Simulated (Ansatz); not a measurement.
**Habitual settings against a tight run: AgAu₃ (I4/mmm, 4 atoms in the cell)**

Self-consistent single point.

```xyz
4
Lattice="-2.0779 2.0779 4.2059 2.0779 -2.0779 4.2059 2.0779 2.0779 -4.2059" Properties=species:S:1:pos:R:3 pbc="T T T"
Ag     0.0000     0.0000     0.0000
Au     0.0000     2.0779     2.1030
Au     2.0779     0.0000     2.1030
Au     0.0000     0.0000     4.2059
```

Computed with PBEsol, harder PAW files (source: ansatz) made with PBE (plane waves; Ansatz, a quantum-chemistry and plane-wave program).

Base settings: basis.ecutwfc = 45.2 Ry; kpoints.mp_grid.grid = 8 8 8; hamiltonian.xc = pbesol; hamiltonian.pseudopotentials = {kind: paw, source: ansatz}; scf.occupations.method = methfessel_paxton; scf.occupations.width = 0.0073 Ry.

Tight run (finer mesh or higher cutoff; not a proven limit): basis.ecutwfc: 45.2 Ry → 63.6 Ry; kpoints.mp_grid.grid: 8 8 8 → 11 11 11; scf.convergence.dr2_threshold: default (1e-07 eV) → 1e-09 eV. It gave Fermi level (on the code's own zero) 18.46 eV; pressure -9.31 GPa.

Quick runs, as changes from the base:
- A: the base itself
- B: basis.ecutwfc: 45.2 Ry → 27.2 Ry; kpoints.mp_grid.grid: 8 8 8 → 1 1 1; hamiltonian.xc: pbesol → lda; kpoints.mp_grid.shift: default → 0.5 0.5 0.5 [LDA (PW92)]
- C: basis.ecutwfc: 45.2 Ry → 27.2 Ry; kpoints.mp_grid.grid: 8 8 8 → 3 3 3; scf.occupations.method: methfessel_paxton → gaussian; scf.occupations.width: 0.0073 Ry → 0.02 Ry
- D: kpoints.mp_grid.grid: 8 8 8 → 4 4 4; scf.occupations.method: methfessel_paxton → cold; scf.occupations.width: 0.0073 Ry → 0.0367 Ry; kpoints.mp_grid.shift: default → 0.5 0.5 0.5
- E: basis.ecutwfc: 45.2 Ry → 27.2 Ry; kpoints.mp_grid.grid: 8 8 8 → 6 6 6
- F: basis.ecutwfc: 45.2 Ry → 31.6 Ry; scf.occupations.width: 0.0073 Ry → 0.0367 Ry

Energies are extrapolated to zero smearing width, which holds to low order in the width alone.

Dashes: energy of B, another energy zero.

† marks runs with another functional, U, potentials or spin treatment: their distance from the tight run is not a convergence error alone.

The count of work is k-points × plane waves × bands × iterations; it is no time. 

Pressures in the table are Ansatz's without its Pulay estimate, at a fixed set of plane waves; the tight run's value above holds the estimate.

The starting cell comes from a database of computed structures (which also holds hypothetical and non-ambient phases and stackings), without a prior relaxation at this level. Its lattice was rescaled by a random factor within 2.5 % of one. In the base run, with a pressure of about -9 GPa the cell is away from its equilibrium volume at this level. The cutoff lies below the one recommended for these files.

| run | energy less tight (meV/atom) | pressure less tight (GPa) | count of work / tight |
|---|---|---|---|
| A | 0.7 | 0.11 | 0.26 |
| B† | – | -18.52 | 0.0018 |
| C | 940.0 | -49.68 | 0.011 |
| D | 20.4 | -0.32 | 0.048 |
| E | 867.9 | -51.00 | 0.048 |
| F | 161.2 | -12.02 | 0.15 |

Among the runs at the tight run's level, the energy misses run from 0.7 to 940.0 meV/atom.

Keys are those of Ansatz 0.2.
